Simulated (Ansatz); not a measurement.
Some atoms of an NVE trajectory of composition GaSi15, cell Ga4Si60, held well above this temperature first, at a temperature that wasn't checked against the liquidus, so perhaps supercooled [in the run: it was liquid; mean temperature 1409 K (target 1500 K); density 2.65 g/cm³; mean pressure -0.8 GPa against a target of 0]; time step 2.0 fs, velocity Verlet. Level of theory: PBE (plane waves, PAW; Ansatz, an electronic-structure program). On the run's last frame a denser k-mesh moved the forces by 0.099 eV/Å rms, the static pressure by 0.10 GPa and the free energy by 10 meV/atom, which is about how far such values are converged.

| atom | mass (u) | x y z (Å) | v (Å/fs) | F (eV/Å) |
|---|---|---|---|---|
| Si4 | 28.085 | 4.84588 -3.12931 13.61860 | -0.002788 -0.008322 -0.007044 | 0.1661 1.1440 -1.7918 |
| Si8 | 28.085 | 15.15227 5.87321 4.25720 | -0.006741 0.001608 0.003114 | 0.3780 -1.1605 1.1250 |
| Si11 | 28.085 | 0.78870 4.25002 6.91870 | -0.005511 -0.001850 0.002442 | 0.0453 -0.0876 0.0450 |
| Si22 | 28.085 | 9.87708 5.78583 8.06450 | -0.001230 0.010084 0.008202 | -0.0869 0.3403 -0.4749 |
| Si50 | 28.085 | 2.67456 -1.74171 9.36289 | 0.006723 0.006550 -0.008612 | 0.5911 -0.1238 0.1920 |
| Si59 | 28.085 | 10.31042 5.28095 5.11212 | -0.002835 -0.009063 -0.000890 | -0.1645 0.6798 -0.7587 |
| Ga62 | 69.723 | 1.98631 6.22867 3.94971 | -0.004830 -0.007411 -0.002908 | -1.0421 0.2817 0.1183 |
| Ga64 | 69.723 | 4.85849 9.25822 -10.27953 | 0.003094 0.002650 0.005147 | 0.3725 -0.7503 0.0641 |

Give their positions one step later.

x' = x + vΔt + FΔt²/(2m), with 1 eV/(Å·u) = 0.0096485 Å/fs².
```csv
atom,x' y' z' (Å)
Si4,4.84042 -3.14517 13.60328
Si8,15.13905 5.87563 4.26420
Si11,0.77771 4.24626 6.92362
Si22,9.87456 5.80624 8.08058
Si50,2.68841 -1.72869 9.34580
Si59,10.30463 5.26329 5.10981
Ga62,1.97636 6.21393 3.94393
Ga64,4.86478 9.26331 -10.26922
```
